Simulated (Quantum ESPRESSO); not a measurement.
A relaxation of the atoms of HfSiO4 (P1, 12 atoms in the cell) with Quantum ESPRESSO.

Computed with LDA (PZ), GBRV 1.5 ultrasoft (LDA) pseudopotentials (plane waves; Quantum ESPRESSO).

Input:

```fortran
&control
 calculation = 'relax',
 outdir = './tmp',
 pseudo_dir = './',
 forc_conv_thr = 1.2e-03,
/
&system
 ibrav = 0,
 nat = 12,
 ntyp = 3,
 ecutwfc = 40,
 ecutrho = 320,
 occupations = 'smearing',
 smearing = 'gauss',
 degauss = 0.0036749,
/
&electrons
 conv_thr = 7.3e-05,
 mixing_beta = 0.4,
/
&ions
/
ATOMIC_SPECIES
Hf   178.4900  hf_lda_v1.uspp.F.UPF
Si    28.0850  si_lda_v1.uspp.F.UPF
O     15.9990  o_lda_v1.2.uspp.F.UPF
CELL_PARAMETERS angstrom
  -3.3225740000     3.3225740000     3.0239960000
   3.3225740000    -3.3225740000     3.0239960000
   3.3225740000     3.3225740000    -3.0239960000
ATOMIC_POSITIONS alat
Hf   -0.0041468228    0.0048151665   -0.0034851860
Hf   -0.0087401991    0.5886710534    0.2692993449
Si    0.5982181408   -0.0082264545    0.2627489270
Si   -0.0042235278    0.0064473760    0.5318962009
O     0.5995530443    0.3817110579   -0.1961098986
O     0.8132928038   -0.0103741924    0.0847371013
O    -0.0001819512    0.2166289783    0.3325386935
O     0.3697343866    0.0106792283    0.0838111458
O     0.5884825614    0.2153148862    0.4764844500
O     0.2215208497    0.0001896812    0.7348249415
O     0.6040863648   -0.2174626241    0.4654996201
O     0.3846882793    0.5954413036    0.2048201576
K_POINTS automatic
3 3 3  0 0 0
```

The program printed (abridged):

```
     Self-consistent Calculation

     iteration #  1     ecut=    40.00 Ry     beta= 0.40

     negative rho (up, down):  2.243E-01 0.000E+00

     total energy              =    -596.12308288 Ry
     estimated scf accuracy    <       2.04571336 Ry

     iteration #  2     ecut=    40.00 Ry     beta= 0.40

     negative rho (up, down):  2.256E-01 0.000E+00

     total energy              =    -596.41098635 Ry
     estimated scf accuracy    <       0.23799636 Ry

     iteration #  3     ecut=    40.00 Ry     beta= 0.40

     negative rho (up, down):  2.286E-01 0.000E+00

     total energy              =    -596.41244528 Ry
     estimated scf accuracy    <       0.04652925 Ry

     iteration #  4     ecut=    40.00 Ry     beta= 0.40

     negative rho (up, down):  2.300E-01 0.000E+00

     total energy              =    -596.41851580 Ry
     estimated scf accuracy    <       0.00337284 Ry

     iteration #  5     ecut=    40.00 Ry     beta= 0.40
     c_bands:  1 eigenvalues not converged

     negative rho (up, down):  2.306E-01 0.000E+00

     total energy              =    -596.41902762 Ry
     estimated scf accuracy    <       0.00073873 Ry

     iteration #  6     ecut=    40.00 Ry     beta= 0.40

     negative rho (up, down):  2.306E-01 0.000E+00
     End of self-consistent calculation

     the Fermi energy is    11.3876 ev

!    total energy              =    -596.41910746 Ry
     estimated scf accuracy    <       0.00006009 Ry
     smearing contrib. (-TS)   =      -0.00000000 Ry
     internal energy E=F+TS    =    -596.41910746 Ry

     convergence has been achieved in   6 iterations

     negative rho (up, down):  2.306E-01 0.000E+00

     Forces acting on atoms (cartesian axes, Ry/au):

     atom    1 type  1   force =     0.01895107   -0.03920602   -0.00427926
     atom    2 type  1   force =     0.01439748    0.04784143   -0.02527859
     atom    3 type  2   force =    -0.07134594    0.07084781    0.12020154
     atom    4 type  2   force =     0.03109818   -0.03287758    0.07801715
     atom    5 type  3   force =    -0.00865540   -0.03331070   -0.01399365
   [... lines left out ...]
     Total force =     0.235778     Total SCF correction =     0.017229
     the Fermi energy is    11.3830 ev
!    total energy              =    -596.45223143 Ry
     Total force =     0.002781     Total SCF correction =     0.000506
     bfgs converged in  11 scf cycles and  10 bfgs steps
     Final energy             =    -596.4522314276 Ry
   [... lines left out ...]
O                0.3767421399        0.0002948570        0.0731999829
O                0.5952564203        0.2180105926        0.4679621568
O                0.2176998688        0.0003323973        0.7390885287
O                0.5944794710       -0.2176499128        0.4683504180
O                0.3770152080        0.5945666005        0.1982060813
End final coordinates

   JOB DONE.
```

The run converged.  The full log also holds: “c_bands:  1 eigenvalues not converged”. The full log also holds: “SCF correction compared to forces is large: reduce conv_thr to get better values”.

Summary of the result:
* **Free energy E − TS**: -8115.1460 eV
* **Top of the valence band (on the code's own zero)**: 7.43 eV
* **Gap on the k-point mesh**: 5.22 eV
* **Largest force (vector length)**: 0.033 eV/Å
* **Relaxation steps**: 10

The starting cell comes from a database of computed structures (which also holds hypothetical and non-ambient phases and stackings), without a prior relaxation at this level. Its lattice was rescaled by a random factor within 2.5 % of one. For this run, on top of that: atoms moved at random. Spin-orbit coupling is off.

Cost on one core of a shared machine: roughly 5 min.
